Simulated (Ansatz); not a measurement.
Base system: WS2 (space group P6_3/mmc, No. 194; a = 3.154 Å, c = 12.141 Å; layered, stacked along the Cartesian z axis). Axes: x lies along a and z along c of the hexagonal cell.

Calculations: PBE-D3(BJ) (Ansatz, a first-principles code), spin-orbit coupling left out.

For the base:

Gap character: indirect, Γ → K–Γ (47 % along)

Perturbation: uniaxial strain ε_zz = +2.40 %, all other strain components held at zero, atoms relaxed at fixed cell.

Q: Predict the new gap character.

A: The gap character stays indirect, Γ → K–Γ (47 % along).

Q: What happens to the largest internal atomic displacement?

A: The largest internal atomic displacement amounts to 0.035 Å.

Q: What happens to the stress?

A: The stress (xx, yy, zz, yz, xz, xy; compression positive) comes out as (-0.20, -0.20, -1.25, 0.00, 0.00, 0.00) GPa.

Spin-orbit coupling, missing from the scalar runs, can matter with W. Stability against distortions was not tested.
